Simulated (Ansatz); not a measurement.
System: O vacancy in monoclinic HfO2 (charge state +2). The step: a nearby O atom hops onto the vacant site; the atom moves 2.41 Å along (0.00, -0.02, -0.45) of the unit cell; the moving atom starts with neighbours 2 Hf at 2.15, Hf at 2.34, Hf at 2.36; O at 2.61, O at 2.63, O at 2.76, O at 2.80 Å and ends with Hf at 2.21, Hf at 2.24, Hf at 2.26, Hf at 2.28; O at 2.56, O at 2.61, O at 2.77, O at 2.82 Å. DFT values are from Ansatz (plane-wave PAW, 420 eV unless said) in a cell of 96 host sites, spin-restricted, static, with no finite-size correction. The charge state is imposed; whether it is stable for some Fermi level was not computed. Forms of the defect that were not tried may lie lower. The start lies 0.62 eV above the lowest site run (PBE). For the PBE band: the saddle point's order was not checked.

```
Level                                                              Forward barrier (eV)  Cost of the band or of the saddle's single point
-----------------------------------------------------------------  --------------------  ------------------------------------------------
CHGNet universal potential (has no charge state), its own band                     0.70                                                 -
PBE, the Γ point alone, band relaxed                                               0.83                      very roughly 28 core-minutes
PBE, a 2×2×2 k-point mesh shifted by half a step, same geometries                  0.84                           roughly 11 core-minutes
r2SCAN at 500 eV, the Γ point alone, same geometries                               0.84                   around 2.4 core-minutes (rough)
```

Ansatz is a first-principles code.
